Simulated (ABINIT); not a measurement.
A self-consistent single point of SrGe₂Ir₂ (I4/mmm, 5 atoms in the cell) with ABINIT.

Level of theory: PBEsol, norm-conserving pseudopotentials (PseudoDojo nc-sr-04 PBEsol standard) (plane waves; ABINIT).

The change in words: lattice scaled by 0.98. Reference geometry:
```
Sr(GeIr)2
1.0
   -2.10214     2.10214     5.40077
    2.10214    -2.10214     5.40077
    2.10214     2.10214    -5.40077
Sr Ge Ir
1 2 2
Direct
  0.00000   0.00000   0.00000
  0.36871   0.36871   0.00000
  0.63129   0.63129   0.00000
  0.25000   0.75000   0.50000
  0.75000   0.25000   0.50000
```

Reference input (self-consistent single point, DFT, PBEsol, plane waves, norm-conserving pseudopotentials (PseudoDojo nc-sr-04 PBEsol standard)): pseudos = [Sr.upf, Ge.upf, Ir.upf]; ecut = 39 Ha; occopt = 7; tsmear = 0.136 eV; ngkpt = 7 7 7; nshiftk = 1; shiftk = 0 0 0; potentials = PseudoDojo nc-sr-04 PBEsol standard; nband = 46; kptopt = 1; nstep = 80; toldfe = 1e-09 Ha. This run's input differs from it in these lines:

```diff
@@ -5,5 +5,5 @@
 rprim
-        -3.9724594270    3.9724594270   10.2059761621
-         3.9724594270   -3.9724594270   10.2059761621
-         3.9724594270    3.9724594270  -10.2059761621
+        -3.8930096715    3.8930096715   10.0018573947
+         3.8930096715   -3.8930096715   10.0018573947
+         3.8930096715    3.8930096715  -10.0018573947
 natom 5
```

Log, with long lists cut:

```
--- !BeginCycle
solver: {iscf: 7, nstep: 80, nline: 4, wfoptalg: 0, }
tolerances: {toldfe: 1.00E-09, }
...

     iter   Etot(hartree)      deltaE(h)  residm     vres2
 ETOT  1  -440.28062693947    -4.403E+02 5.781E-01 3.357E+02
 ETOT  2  -442.43697014244    -2.156E+00 5.001E-02 7.108E+02
 ETOT  3  -442.44872096750    -1.175E-02 3.459E-02 1.873E+02
 ETOT  4  -442.45057154119    -1.851E-03 1.250E-02 7.500E+01
 ETOT  5  -442.45259935884    -2.028E-03 1.118E-02 6.208E+00
   [... 2 lines left out ...]
 ETOT  8  -442.45275234970    -8.249E-08 1.948E-03 3.124E-04
 ETOT  9  -442.45275235743    -7.730E-09 1.576E-03 8.355E-07
 ETOT 10  -442.45275235744    -7.503E-12 9.181E-04 1.328E-08
 ETOT 11  -442.45275235746    -2.541E-11 6.763E-04 1.300E-09
 At SCF step   11, etot is converged :
  for the second time, diff in etot=  2.541E-11 < toldfe=  1.000E-09

 Cartesian components of stress tensor (hartree/bohr^3)
  sigma(1 1)= -2.61015485E-04  sigma(3 2)=  0.00000000E+00
  sigma(2 2)= -2.61015485E-04  sigma(3 1)=  0.00000000E+00
  sigma(3 3)= -2.05134578E-04  sigma(2 1)=  0.00000000E+00

 ----iterations are completed or convergence reached----

 reduced coordinates (array xred) for    5 atoms
       0.000000000000      0.000000000000      0.000000000000
       0.368710000000      0.368710000000      0.000000000000
       0.631290000000      0.631290000000      0.000000000000
       0.250000000000      0.750000000000      0.500000000000
       0.750000000000      0.250000000000      0.500000000000
 cartesian forces (eV/Angstrom) at end:
   [... lines left out ...]
 Fermi (or HOMO) energy (eV) =  10.72122   Average Vxc (eV)= -12.42260
   [... lines left out ...]
total_energy        : -4.42452752357464E+02
total_energy_eV     : -1.20397516843125E+04
band_energy         : -3.58532845947249E+01
...

-Cartesian components of stress tensor (GPa)         [Pressure=  7.1313E+00 GPa]
- sigma(1 1)= -7.67933941E+00  sigma(3 2)=  0.00000000E+00
- sigma(2 2)= -7.67933941E+00  sigma(3 1)=  0.00000000E+00
- sigma(3 3)= -6.03526662E+00  sigma(2 1)=  0.00000000E+00

 Calculation completed.
```

The run converged in 11 iterations. Against the reference run the free energy goes up by 14.8 meV/atom, the pressure goes from -2.41 to 7.13 GPa and the largest force goes from 0.147 to 1.019 eV/Å.

The starting cell comes from a database of computed structures (which also holds hypothetical and non-ambient phases and stackings), without a prior relaxation at this level. For this run, on top of that: lattice scaled by 0.98. Spin polarisation is off. With a pressure of about 7 GPa the cell is away from its equilibrium volume at this level. Forces in this geometry exceed 1 eV/Å.

Cost on one core of a shared machine: roughly 9 min.
